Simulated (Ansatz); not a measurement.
Electronic density of states of amorphous Si$_{30}$N$_{38}$O$_{3}$, density 2.93 g/cm³, on a 2×2×2 Γ-centred mesh with a Gaussian width of 0.1 eV; energies count from the Fermi level, whose place inside the gap is arbitrary. Cell and mesh are small, so fine structure isn't converged. All values below come from PBE, scalar-relativistic without spin-orbit coupling (plane waves to 420 eV, PAW; Ansatz, an electronic-structure program). Sampling: a 2×2×2 Γ-centred mesh; Fermi-Dirac width 0.02 eV; no spin polarisation. At PBE the levels at both edges of the gap are localised (band-tail or defect states), and the nearest spread-out levels lie 2.9 eV apart at the zone centre.

Preparation: random packing, a CHGNet melt and quench, and a DFT relaxation. O and N atoms were pushed apart under 1.9 Å during the dynamics, to hinder bonds among them. The hot cell started wider than the set density and was brought back towards it in steps. It is the lowest in DFT energy of 2 quenches. It is a model cell: composition and starting density were chosen by hand, and all elements were melted together. No dispersion term was used. Its density started from a set value of 2.93 and ended at 2.93 g/cm³. The simulated quench (nominally 380 K/ps over its main leg) is rapid and tends to freeze in more defects than a deposited or slowly cooled glass has. One small periodic cell is one sample of the glass; other quenches scatter about these values. The volume was held where the preparation left it and the shape relaxed, at a PBE pressure of -0.3 GPa (tension).

```
E - EF (eV)  states/(eV atom)
-----------  ----------------
-12.00                   0.00
-11.90                   0.00
-11.80                   0.00
-11.70                   0.00
-11.60                   0.00
-11.50                   0.00
-11.40                   0.00
-11.30                   0.00
-11.20                   0.00
-11.10                   0.00
-11.00                   0.00
-10.90                   0.00
-10.80                   0.05
-10.70                   0.11
-10.60                   0.16
-10.50                   0.24
-10.40                   0.24
-10.30                   0.23
-10.20                   0.28
-10.10                   0.29
-10.00                   0.24
-9.90                    0.21
-9.80                    0.22
-9.70                    0.22
-9.60                    0.21
-9.50                    0.23
-9.40                    0.22
-9.30                    0.22
-9.20                    0.24
-9.10                    0.27
-9.00                    0.25
-8.90                    0.21
-8.80                    0.20
-8.70                    0.27
-8.60                    0.29
-8.50                    0.22
-8.40                    0.18
-8.30                    0.23
-8.20                    0.24
-8.10                    0.27
-8.00                    0.35
-7.90                    0.35
-7.80                    0.31
-7.70                    0.31
-7.60                    0.29
-7.50                    0.33
-7.40                    0.35
-7.30                    0.32
-7.20                    0.36
-7.10                    0.38
-7.00                    0.36
-6.90                    0.33
-6.80                    0.39
-6.70                    0.38
-6.60                    0.38
-6.50                    0.42
-6.40                    0.42
-6.30                    0.41
-6.20                    0.39
-6.10                    0.38
-6.00                    0.45
-5.90                    0.47
-5.80                    0.50
-5.70                    0.50
-5.60                    0.45
-5.50                    0.50
-5.40                    0.52
-5.30                    0.46
-5.20                    0.48
-5.10                    0.48
-5.00                    0.45
-4.90                    0.45
-4.80                    0.50
-4.70                    0.49
-4.60                    0.43
-4.50                    0.47
-4.40                    0.50
-4.30                    0.50
-4.20                    0.46
-4.10                    0.40
-4.00                    0.38
-3.90                    0.42
-3.80                    0.44
-3.70                    0.42
-3.60                    0.43
-3.50                    0.39
-3.40                    0.38
-3.30                    0.45
-3.20                    0.47
-3.10                    0.40
-3.00                    0.42
-2.90                    0.44
-2.80                    0.41
-2.70                    0.40
-2.60                    0.43
-2.50                    0.45
-2.40                    0.43
-2.30                    0.41
-2.20                    0.39
-2.10                    0.40
-2.00                    0.42
-1.90                    0.43
-1.80                    0.38
-1.70                    0.32
-1.60                    0.27
-1.50                    0.24
-1.40                    0.22
-1.30                    0.23
-1.20                    0.28
-1.10                    0.21
-1.00                    0.05
-0.90                    0.00
-0.80                    0.00
-0.70                    0.02
-0.60                    0.11
-0.50                    0.12
-0.40                    0.03
-0.30                    0.00
-0.20                    0.00
-0.10                    0.00
0.00                     0.00
0.10                     0.00
0.20                     0.00
0.30                     0.00
0.40                     0.03
0.50                     0.12
0.60                     0.11
0.70                     0.02
0.80                     0.00
0.90                     0.00
1.00                     0.00
1.10                     0.00
1.20                     0.00
1.30                     0.00
1.40                     0.00
1.50                     0.00
1.60                     0.00
1.70                     0.01
1.80                     0.02
1.90                     0.04
2.00                     0.06
2.10                     0.07
2.20                     0.14
2.30                     0.17
2.40                     0.18
2.50                     0.19
2.60                     0.10
2.70                     0.11
2.80                     0.18
2.90                     0.19
3.00                     0.20
3.10                     0.26
3.20                     0.29
3.30                     0.25
3.40                     0.22
3.50                     0.27
3.60                     0.31
3.70                     0.28
3.80                     0.31
3.90                     0.34
4.00                     0.34
4.10                     0.36
4.20                     0.37
4.30                     0.36
4.40                     0.32
4.50                     0.32
```

The gap between localised states on this mesh is 1.03 eV; the broadening fills part of it in the curve.
